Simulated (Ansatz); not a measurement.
V_B+P_B in zinc-blende BP (start: the B site; B 3.22 Å away; 64-site cell, 2×2×2 shifted sampling). All values below come from PBE, PAW (plane waves to 420 eV; Ansatz, a program for electronic structure). Total energies of the localised charge states, counted from that of charge +1, and their image corrections (point charge with alignment); the host's valence-band maximum lies at 9.171 eV on the cells' energy zero and its gap is 1.25 eV.

```
charge         moment (μB)  E − E(first) (eV)  correction (eV)
------  ------------------  -----------------  ---------------
+1      not spin-polarised              0.000            0.174
0                      1.0              9.622            0.000
−1                     0.0             19.363            0.181
```

### Question
Derive the transition levels above the valence-band maximum and say which of them are thermodynamic.

### Answer
A level is the Fermi energy at which two charges have equal formation energy: ε(q/q′) = [E(q′) + corr(q′) − E(q) − corr(q)] / (q − q′) − E_VBM.
ε(+1/0) = [(9.622 + 0.000) − (0.000 + 0.174)] / 1 − 9.171 = 0.28 eV
ε(0/−1) = [(19.363 + 0.181) − (9.622 + 0.000)] / 1 − 9.171 = 0.75 eV
Thermodynamic levels at least 0.1 eV inside the gap: (+1/0) at 0.28 eV; (0/−1) at 0.75 eV. They hold to tenths of an eV in this cell. Only the charges listed were compared. The geometries come from one start. Flagged in the runs: a strain field that reaches the edge of the cell.
